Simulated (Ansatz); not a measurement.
Take MgTe in the wurtzite structure (space group P6_3mc, No. 186) as the base.

```xyz
4
Lattice="4.5089 0.0000 0.0000 -2.2544 3.9048 0.0000 0.0000 0.0000 7.3377" Properties=species:S:1:pos:R:3 pbc="T T T"
Mg     0.0000     2.6032     7.3360
Mg     2.2544     1.3016     3.6672
Te     0.0000     2.6032     2.7607
Te     2.2544     1.3016     6.4295
```

Cartesian axes are those of the cell as printed.

All numbers come from LDA, PAW, 420 eV (Ansatz, a program for electronic structure; no SOC).

One thing is altered: every lattice vector is stretched by 3.00 %, atoms relaxed at fixed cell.

### Question
Predict the stress tensor and what it implies for the stiffness.

### Answer
Stress of the strained cell less that of the base (GPa, compression positive):
```
  -2.85    0.00    0.00
   0.00   -2.85    0.00
   0.00    0.00   -2.85
```

Then B = −ΔP/(ΔV/V₀) with ΔV/V₀ = 0.0927 gives secant stiffness values (nonlinear terms included at this strain): B (at held cell shape, above the free-shape value) ≈ 31 GPa.

As a check, the harmonic strain energy −½ V₀ Δσ:ε is 26 meV/atom; the computed energy rise is 29 meV/atom.

Whether these cells are dynamically stable was not tested.
